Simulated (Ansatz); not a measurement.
Pair distribution function (O-Sn) of SnO2 (rutile type), cell Sn24O48, begun in the crystal structure, held near 10 GPa [in the run: it stayed crystalline; mean temperature 292 K (target 300 K); density 6.97 g/cm³; Γ point only, which a denser mesh shifts by 0.3 GPa in pressure and 0.01 eV/Å in forces], from MD at 292 K. Computed with PBE (plane waves, PAW; Ansatz, a first-principles code). Volume per atom 11.97 Å³, mean pressure 9.8 GPa. 

```tsv
r (Å)	g(r)
1.26	0.00
1.30	0.00
1.34	0.00
1.38	0.00
1.42	0.00
1.46	0.00
1.50	0.00
1.54	0.00
1.58	0.00
1.62	0.00
1.66	0.00
1.70	0.00
1.74	0.00
1.78	0.00
1.82	0.00
1.86	0.00
1.90	0.01
1.94	0.32
1.98	3.82
2.02	12.4
2.06	17.2
2.10	11.7
2.14	4.00
2.18	0.85
2.22	0.11
2.26	0.01
2.30	0.00
2.34	0.00
2.38	0.00
2.42	0.00
2.46	0.00
2.50	0.00
2.54	0.00
2.58	0.00
2.62	0.00
2.66	0.00
2.70	0.00
2.74	0.00
2.78	0.00
2.82	0.00
2.86	0.00
2.90	0.00
2.94	0.00
2.98	0.00
3.02	0.00
3.06	0.00
3.10	0.00
3.14	0.00
3.18	0.01
3.22	0.03
3.26	0.06
3.30	0.12
3.34	0.27
3.38	0.51
3.42	0.68
3.46	0.93
3.50	1.10
3.54	1.31
3.58	1.35
3.62	1.28
3.66	1.32
3.70	1.60
3.74	1.97
3.78	2.37
3.82	2.42
3.86	1.92
3.90	1.11
3.94	0.51
3.98	0.26
4.02	0.35
4.06	0.66
4.10	1.16
4.14	1.69
4.18	2.09
4.22	2.40
4.26	2.33
4.30	1.93
4.34	1.41
4.38	0.93
4.42	0.49
4.46	0.24
4.50	0.13
4.54	0.29
4.58	0.69
4.62	1.12
4.66	1.48
```

Problem. From the above, determine where the first shell ends and the number of neighbours in it.

Solution. g is nil from 2.3 to 3.1 Å, so any cut there serves; 3.0 Sn round each O and 6.0 O round each Sn in the shell, from n = 4πρ∫r²g(r)dr.
